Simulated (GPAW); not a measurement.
**Input and output of a self-consistent single point for AlN (P6_3mc, 4 atoms in the cell) (GPAW)**

Method: PBE, GPAW PAW datasets PBE (gpaw-data 1.0.1) (plane waves; GPAW 25.7.0).

Input as run:

```python
from ase import Atoms
from ase.units import GPa
from gpaw import GPAW

atoms = Atoms(['Al', 'Al', 'N', 'N'],
              cell=[[3.093237, 0.000000, 0.000000],
                    [-1.546618, 2.678821, 0.000000],
                    [0.000000, 0.000000, 4.960268]],
              scaled_positions=[[0.666667, 0.333333, 0.499290],
                                [0.333333, 0.666667, 0.999290],
                                [0.666667, 0.333333, 0.880710],
                                [0.333333, 0.666667, 0.380710]],
              pbc=True)

calc = GPAW(mode={'name': 'pw', 'ecut': 900},
            xc='PBE',
            kpts={'size': (6, 6, 4), 'gamma': True},
            occupations={'name': 'fermi-dirac', 'width': 0.02},
            nbands=-8,
            convergence={'density': 1e-05, 'energy': 1e-05, 'bands': -6},
            symmetry={'symmorphic': False, 'tolerance': 0.0005},
            maxiter=100)

atoms.calc = calc

energy = atoms.get_potential_energy()
print('Energy (eV):', round(energy, 6))
forces = atoms.get_forces()
print('Forces (eV/Ang):')
print(forces.round(5))
stress = atoms.get_stress()
print('Stress (GPa, Voigt):', (stress / GPa).round(4))
```

Output, abridged:

```
Input parameters:
  convergence: {bands: -6,
                density: 1e-05,
                energy: 1e-05}
  kpts: {gamma: True,
         size: (6, 6, 4)}
  maxiter: 100
  mode: {ecut: 900,
         name: pw}
  nbands: -8
  occupations: {name: fermi-dirac,
                width: 0.02}
  symmetry: {symmorphic: False,
             tolerance: 0.0005}
  xc: PBE

species:
  Al:
    name: Aluminium
    Z: 13.0
    valence: 3
    core: 10
    charge: 0.0
    file: Al.PBE.gz

    # Using partial waves for Al as LCAO basis

  N:
    name: Nitrogen
    Z: 7.0
    valence: 5
    core: 2
    charge: 0.0
    file: N.PBE.gz

    # Using partial waves for N as LCAO basis

Reference energy: -16170.289538  # eV

Spin-paired calculation

Convergence criteria:
 Maximum [total energy] change in last 3 cyles: 1e-05 eV / valence electron
 Maximum integral of absolute [dens]ity change: 1e-05 electrons / valence electron
 Maximum integral of absolute [eigenst]ate change: 4e-08 eV^2 / valence electron
 Maximum number of scf [iter]ations: 100

Symmetries present (total): 12
Symmetries with fractional translations: 6
144 k-points: 6 x 6 x 4 Monkhorst-Pack grid + [1/12,1/12,1/8]
21 k-points in the irreducible part of the Brillouin zone
       k-points in crystal coordinates                weights
   0:     0.00000000    0.00000000    0.00000000          1/144
   1:     0.00000000    0.00000000    0.25000000          2/144
   2:     0.00000000    0.00000000    0.50000000          1/144
   [... 7 lines left out ...]
          ...
  20:     0.50000000    0.50000000    0.50000000          3/144

Wave functions: Plane wave expansion
  Cutoff energy: 900.000 eV
  Number of coefficients (min, max): 2496, 2542
  Pulay-stress correction: 0.000000 eV/Ang^3 (de/decut=0.000000)

Occupation numbers: Fermi-Dirac:
  width: 0.0200  # eV

Eigensolver

Densities:
  Coarse grid: 24*24*36 grid
  Fine grid: 48*48*72 grid
  Total Charge: 0.000000

Density mixing:
  Method: separate
  Backend: pulay
  Linear mixing parameter: 0.05
  old densities: 5
  Damping of long wavelength oscillations: 50

Hamiltonian:
  XC and Coulomb potentials evaluated on a 48*48*72 grid
  External potential:
    NoExternalPotential

XC parameters: PBE with 2 nearest neighbor stencil

Number of atoms: 4
Number of atomic orbitals: 16
Number of bands in calculation: 16
Number of valence electrons: 16
Bands to converge: 10

Density initialized from atomic densities
  16 bands from LCAO basis set

Atomic positions and initial magnetic moments

Positions:
   0 Al     1.546620    0.892939    2.476612    ( 0.0000,  0.0000,  0.0000)
   1 Al    -0.000001    1.785882    4.956746    ( 0.0000,  0.0000,  0.0000)
   2 N      1.546620    0.892939    4.368558    ( 0.0000,  0.0000,  0.0000)
   3 N     -0.000001    1.785882    1.888424    ( 0.0000,  0.0000,  0.0000)

Unit cell:
           periodic     x           y           z      points  spacing
  1. axis:    yes    3.093237    0.000000    0.000000    24     0.1116
  2. axis:    yes   -1.546618    2.678821    0.000000    24     0.1116
  3. axis:    yes    0.000000    0.000000    4.960268    36     0.1378

  Lengths:   3.093237   3.093236   4.960268
  Angles:   90.000000  90.000000 120.000000

Effective grid spacing dv^(1/3) = 0.1256

     iter     time        total  log10-change:
                         energy   eigst   dens
iter:   1 --:--:--   -33.781608   +0.44
iter:   2 --:--:--   -32.714851   -1.01  -0.56
iter:   3 --:--:--   -29.729420   -0.77  -0.61
iter:   4 --:--:--   -29.786130   -1.21  -1.00
iter:   5 --:--:--   -29.688491   -1.73  -1.19
iter:   6 --:--:--   -29.693529   -3.35  -1.92
iter:   7 --:--:--   -29.692877   -4.75  -2.19
iter:   8 --:--:--   -29.691803   -4.09  -2.29
iter:   9 --:--:--   -29.691837   -5.39  -2.95
iter:  10 --:--:--   -29.691838c  -6.60  -3.63
iter:  11 --:--:--   -29.691839c  -7.03  -3.62
iter:  12 --:--:--   -29.691839c  -8.79c -4.69
iter:  13 --:--:--   -29.691839c  -8.99c -4.83
iter:  14 --:--:--   -29.691839c  -9.89c -4.86
iter:  15 --:--:--   -29.691839c -10.04c -4.89
iter:  16 --:--:--   -29.691839c -10.93c -4.92
iter:  17 --:--:--   -29.691839c  -9.51c -4.94
iter:  18 --:--:--   -29.691839c -10.44c -5.57c

Converged after 18 iterations.

Dipole moment: (-0.000000, 0.000000, 1.667919) |e|*Ang

Energy contributions relative to reference atoms: (reference = -16170.289538)

Kinetic:        +38.421009
Potential:      -33.039566
External:        +0.000000
XC:             -35.274346
Entropy (-ST):   -0.000000
Local:           +0.201064
SIC:             +0.000000
--------------------------
Free energy:    -29.691839
Extrapolated:   -29.691839

Showing only first 2 kpts
 Kpt  Band  Eigenvalues  Occupancy
  0     6      6.10750    2.00000
  0     7      6.31350    2.00000
  0     8     10.67936    0.00000
  0     9     13.14279    0.00000

  1     6      6.00707    2.00000
  1     7      6.00712    2.00000
  1     8     11.63469    0.00000
  1     9     13.26128    0.00000

Fermi level: 7.17808

Gap: 4.366 eV
Transition (v -> c):
  (s=0, k=0, n=7, [0.00, 0.00, 0.00]) -> (s=0, k=0, n=8, [0.00, 0.00, 0.00])
No difference between direct/indirect transitions
Energy (eV): -29.691839

Forces in eV/Ang:
  0 Al    0.00000    0.00000   -0.01710
  1 Al    0.00000    0.00000   -0.01710
  2 N     0.00000    0.00000    0.01729
  3 N     0.00000    0.00000    0.01729

Stress tensor:
    -0.056546     0.000000    -0.000000
     0.000000    -0.056546    -0.000000
    -0.000000    -0.000000    -0.052524
Stress (GPa, Voigt): [-9.0597 -9.0597 -8.4153 -0.     -0.      0.    ]
```

The run converged in 18 iterations. GPAW prints stress with tension positive.

At such cutoffs GPAW's stress carries a finite-basis (Pulay) error, which enters relaxed cells too; its log prints stress with tension positive.

The starting cell comes from a database of computed structures (which also holds hypothetical and non-ambient phases and stackings), without a prior relaxation at this level. Its lattice was rescaled by a random factor within 2.5 % of one.

Cost on one core of a shared machine: roughly 60 s.
